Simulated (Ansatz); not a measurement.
The complex O vacancy + N on the O site + N on the O site in metastable polar orthorhombic HfO2 (the O(1) site; O(2) 2.55 Å away; O(1) 2.73 Å away) and its isolated parts, with the Fermi level 2.20 eV above the valence-band maximum, each in its stable bound charge state.

Calculation: PBE, PAW (plane waves to 420 eV; Ansatz, an electronic-structure program). Details: 96-site cell; 2×2×2 shifted k-points; host gap 4.36 eV; charged states image-corrected; no spin–orbit coupling; finite-size errors of tenths of an eV; flagged in the runs: for some of the defects a host whose relaxation on this sampling wasn't shown to rest, a strain field that reaches the edge of the cell.

```csv
defect,charge,"E_f, elements as references (eV)"
O vacancy (broken-bond start) [the O(1) site; a neighbour pushed 0.95 Å away from the vacancy],+2,5.08
N on the O site [the O(2) site],−1,3.81
N on the O site [the O(2) site],−1,3.81
```

Is the complex bound, by how much, and in which charge state?

The complex has charge 0 and E_f = 12.12 eV: 5.08 + 3.81 + 3.81 − (12.12) = 0.58 eV, bound.
